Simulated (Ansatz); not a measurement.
# What uniaxial strain ε_zz = +3.00 % does to ZnSe

The reference is ZnSe in the zinc blende structure (space group F-43m, No. 216; a = 5.568 Å). Axes: x, y, z lie along the cube axes.

Perturbation: the cell is stretched by 3.00 % along z with no lateral relaxation; the atoms relax in the strained cell.

The values are results of Kohn–Sham DFT with the LDA functional, run in Ansatz (a quantum-chemistry and plane-wave program) with PAW and 420 eV plane waves, scalar-relativistic without spin-orbit coupling, not measurements. Γ-centred 10×10×10 mesh, Fermi–Dirac width 0.05 eV.

Volume per atom: 22.22 Å³ (base 21.57 Å³)
Space group: I-4m2 (No. 119) (base F-43m (No. 216))
Shortest interatomic distance: 243.5 pm (base 241.1 pm)
Energy relative to the base (free energy F): +5.8 meV/atom
Band gap: 1.09 eV (base 1.25 eV)
Gap character: direct at Γ (base direct at Γ)
Valence-band top at Γ (three highest levels, from the VBM): 0.00, 0.00, -0.12 eV (base 0.00, 0.00, 0.00 eV)
Valley order (the lowest conduction-band minima on the path, energy above the VBM, named in the base's zone): Γ 1.09 eV; L along [111] 2.35 eV (base Γ 1.25 eV; L along ⟨111⟩ 2.45 eV; X along ⟨100⟩ 2.69 eV)
Stress (xx, yy, zz, yz, xz, xy; compression positive): (-1.59, -1.59, -2.82, 0.00, 0.00, 0.00) GPa

Stability against distortions was not tested. k-point labels follow each cell's own Brillouin zone.
